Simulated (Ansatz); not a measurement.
**MgTe, element substitutions**

The parent structure is MgTe in the zinc blende structure (space group F-43m, No. 216; a = 6.4384 Å).

Each row replaces one element on all its sites; cell and atoms are relaxed.

Level of theory: Kohn–Sham DFT with the PBEsol functional, run in Ansatz (a first-principles code) with PAW and 420 eV plane waves, no spin-orbit coupling, earlier PAW set.

Only one of these keeps a band gap. Which?
A. Te → Sn
B. Te → Rh
C. Te → Se
D. Te → Cu

C, Te → Se. Computed: Te → Sn: zero; Te → Se: 2.52 eV; Te → Cu: zero; Te → Rh: zero

With Te present, leaving out spin-orbit coupling can change the band edges. Stability against distortions was not tested. As relaxed here, MgSn, MgCu and MgRh are hypothetical phases, not in the database extracts checked. For MgSe in this form, whether it has been made was not checked. All final runs are without spin polarisation. MgRh has a high density of states at the Fermi level and may be magnetic at this level. This is not the structure that MgSe has at room temperature and ambient pressure.
